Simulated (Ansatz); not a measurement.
CsCl-type CuZn, treated with rVV10 (Ansatz, a program for electronic structure, PAW).

Settings: plane-wave cutoff 520 eV, 18×18×18 k mesh, Fermi–Dirac smearing 0.05 eV, no spin polarisation, scalar-relativistic PAW data made under PBE.

Cell (relaxed at this level):

```xyz
2
Lattice="2.9774 0.0000 0.0000 0.0000 2.9774 0.0000 0.0000 0.0000 2.9774" Properties=species:S:1:pos:R:3 pbc="T T T"
Zn     1.4887     1.4887     1.4887
Cu     0.0000     0.0000     0.0000
```

Give the computed bulk modulus B0 and pressure derivative B′ of the bulk modulus.


bulk modulus B0: 112 GPa
pressure derivative B′ of the bulk modulus: 5.0

The run finds no gap.

Measured, for comparison: bulk modulus 116 GPa (temperature not stated, no zero-point or thermal correction; as tabulated in Nepal et al. (2020), arXiv:2007.11150). Computed (rounded) less measured: bulk modulus -3 %.

The computed numbers hold no vibrational or temperature effects.

Cost on a shared machine: about 110 core-seconds (a rough figure).
